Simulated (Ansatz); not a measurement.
Terminations of the (100) surface of rock-salt TaC, measured from the surface 'clean 1x1'. Atoms come from or go to: Ag: fcc Ag, B: alpha boron, C: graphite, Cu: fcc Cu, Mg: hcp Mg, O: ½ O2(g), Pt: fcc Pt, Ru: hcp Ru, S: ⅛ S8(g), Ta: bcc Ta, Ti: hcp Ti, W: bcc W. ΔE is the energy of forming the row's surface from that one (negative: more stable at these reservoirs); the vacuum level's shift is aligned on the shared bottom. No zero-point or thermal terms. These are constructed structures in small cells; real faces may alloy, dewet or reconstruct in larger ones, and not all known structures of the face are among them. Slabs of about 14 Å with all that they carry, Fermi-Dirac smearing of 0.1 eV. Bottom of the slabs: a bare face, its two planes held. Relaxed from the named starts with such symmetry as they have, on meshes of like density; energies extrapolated to zero smearing; no spin-orbit coupling, no U. Spin-polarised runs, if any, are marked in brackets, and their order is one that fits the cell; the others ran without spin. A dash marks a value that is undefined for that row (no clear gap, or no work function of a gapped slab) or was not read reliably on its mesh.

Computed with PBE (plane waves to 420 eV, PAW; Ansatz, a quantum-chemistry and plane-wave program).

```csv
surface,atoms added per 1x1,ΔE per 1x1 (eV),shift of the vacuum level (eV),work function (eV)
Mg on all Ta sites of the second plane,"+1 Mg, -1 Ta",(withheld),0.73,4.49
B on all C sites of the second plane,"+1 B, -1 C",-0.10,-0.02,3.66
Ru on all Ta sites of the top plane,"+1 Ru, -1 Ta",(withheld),1.10,4.84
"S on all C sites of the second plane (1 C–Ta, 1 S–Ta, 4 Ta–Ta bonds broke)","-1 C, +1 S",0.58,-0.15,3.52
"a layer of Ti, one atom over each C",+1 Ti,(withheld),-0.08,3.61
top plane replaced by WO,"-1 C, +1 O, -1 Ta, +1 W",0.08,0.58,4.26
"a layer of Cu, one atom over each C",+1 Cu,0.68,0.76,4.49
"a layer of Ag, one atom over each Ta",+1 Ag,0.69,0.40,4.11
"a layer of Cu, one atom over each Ta",+1 Cu,1.48,0.38,4.09
W on all Ta sites of the top plane,"-1 Ta, +1 W",1.68,0.57,4.27
"a layer of Pt, one atom over each C",+1 Pt,0.42,1.14,4.86
all C sites of the top plane empty,-1 C,(withheld),0.60,4.26
```

Question: Some entries are withheld; supply them.

Answer: 
- Mg on all Ta sites of the second plane, ΔE per 1x1 (eV): 2.22
- Ru on all Ta sites of the top plane, ΔE per 1x1 (eV): 3.34
- a layer of Ti, one atom over each C, ΔE per 1x1 (eV): 0.16
- all C sites of the top plane empty, ΔE per 1x1 (eV): 2.00
